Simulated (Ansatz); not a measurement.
Base system: TiO2 in the anatase structure (space group I4_1/amd, No. 141; a = 3.770 Å, c = 9.552 Å).

The same geometry is solved again with r2SCAN.

Levels (all Ansatz, a quantum-chemistry and plane-wave program, PAW): r2SCAN (500 eV, no spin-orbit coupling); PBEsol (420 eV, no spin-orbit coupling).

Base, band edges from the VBM (valence, conduction): M -0.11, 2.47; G -0.09, 3.32; R -0.09, 3.32; X -0.05, 3.35; Γ -0.48, 2.11; S₀ -0.81, 3.25; S -0.81, 3.25; N -0.65, 3.26; P -0.26, 3.60 eV.

Question: Give the band edges at the high-symmetry points of the new zone, measured from its valence-band maximum.

Answer: 
| point | valence edge (eV) | conduction edge (eV) |
|---|---|---|
| Γ | -0.49 | 2.54 |
| X | -0.05 | 3.75 |
| P | -0.24 | 3.97 |
| N | -0.68 | 3.67 |
| M | -0.13 | 2.89 |
| S | -0.84 | 3.66 |
| S₀ | -0.84 | 3.66 |
| R | -0.09 | 3.72 |
| G | -0.09 | 3.72 |

The gap is 2.54 eV, indirect, Γ–X (87 % along) → Γ.

Single points use the geometry relaxed with PBEsol. No phonon test of stability was made. The base started in C2/c and relaxed to I4_1/amd at this level. The final runs are not spin-polarised.
